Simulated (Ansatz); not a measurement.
Tunnelling through a barrier is set by its complex band structure: the current falls as exp(−2κd) with the smallest κ.

Data:

```yaml
crystal:
  lattice:
    - [4.57454, 0.00000, 0.00000]
    - [-2.28727, 3.96167, 0.00000]
    - [2.28727, 1.32056, 3.73510]
  atoms:
    - { symbol: Te, position: [0.00000, 0.00000, 0.00000] }
    - { symbol: Pb, position: [0.00000, 0.50000, 0.50000] }
```

The cell was relaxed by PBE-D3(BJ); by r2SCAN it stands under a pressure of 1.4 GPa.

Transport runs along the normal of the first two printed cell vectors, the (111) plane of the conventional cell.

No gap correction and no spin-orbit coupling; mid-gap is the computed energy nearest the middle.

Q: State the band gap and the smallest decay constant κ at mid-gap according to r2SCAN run with Ansatz (a quantum-chemistry and plane-wave program).

A: Gap 1.02 eV on a 10×10×10 mesh; κ = 0.081 1/Å, at (0.500, 0.000) of the in-plane reciprocal vectors. At the zone centre the slowest state has κ = 0.17 1/Å.
